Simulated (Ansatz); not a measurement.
N on the 1x1 (110) surface of bcc Ta, one in a 2x1 cell, energies for each (15.6 Å²). Energies are against ½ N2(g), without zero-point or thermal terms; each row is named by its start.

All values below come from PBE (plane waves to 420 eV, PAW; Ansatz, a program for electronic structure).

Slab: 9 atoms, 6.8 Å thick at the start under the adsorbate (thin: gaps and levels are the slab's own); k 5x10x1, smearing 0.1 eV, dipole-corrected; 4 atoms held, the rest relaxed; each run with such symmetry as its start has; spin where the adsorbate may keep a moment, no spin-orbit, no U, no dispersion correction.

A negative adsorption energy means that the adsorbate is more stable on the surface than in its reference. Heights count from the host atoms within 0.3 Å of the top one.

```csv
starting site,E_ads (eV),height (Å),nearest host atom (Å),bonded to,Δ work function (eV),lateral drift (Å),moment (μB)
top Ta,1.45,1.73,Ta 1.80,Ta,1.72,0.0,0.0
hollow Ta-Ta-Ta,-2.06,1.02,Ta 1.97,3 Ta,0.36,0.3,–
bridge Ta-Ta (span 2.9 Å),-0.93,1.38,Ta 1.90,2 Ta,1.13,0.0,–
bridge Ta-Ta (span 3.3 Å),-2.60,0.21,Ta 1.99,5 Ta,-0.76,0.0,–
```
